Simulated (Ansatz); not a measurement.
**SnO2, response to strain**

Base system: SnO2 in the rutile structure (space group P4_2/mnm, No. 136; a = 4.7224 Å, c = 3.1903 Å). Axes: x, y, z lie along a, b, c of the conventional cell.

Strains are applied to the cell and any free atomic positions relax.

Level of theory: LDA (Ansatz, a first-principles code), without spin-orbit coupling.

Notes on the quantities. energy relative to the base: free energy F; pressure: mean of the normal stresses, compression positive.

| change | energy relative to the base | band gap | pressure |
|---|---|---|---|
| base | 0 meV/atom | 1.16 eV | 0.0 kbar |
| tensor shear ε_xz = +1.33 % | +2.5 meV/atom | 1.15 eV | 0.5 kbar |
| tensor shear ε_xz = +0.67 % | +0.6 meV/atom | 1.16 eV | 0.1 kbar |
| tensor shear ε_xz = +2.00 % | +5.6 meV/atom | 1.15 eV | 1.1 kbar |
| tensor shear ε_xz = +0.33 % | +0.1 meV/atom | 1.16 eV | 0.0 kbar |
| tensor shear ε_xz = +1.00 % | +1.4 meV/atom | 1.16 eV | 0.3 kbar |
| tensor shear ε_xz = +1.67 % | … | 1.15 eV | … |

Some entries are withheld; estimate them.


- tensor shear ε_xz = +1.67 %, energy relative to the base: +3.9 meV/atom
- tensor shear ε_xz = +1.67 %, pressure: 0.8 kbar

Whether these cells are dynamically stable was not tested.
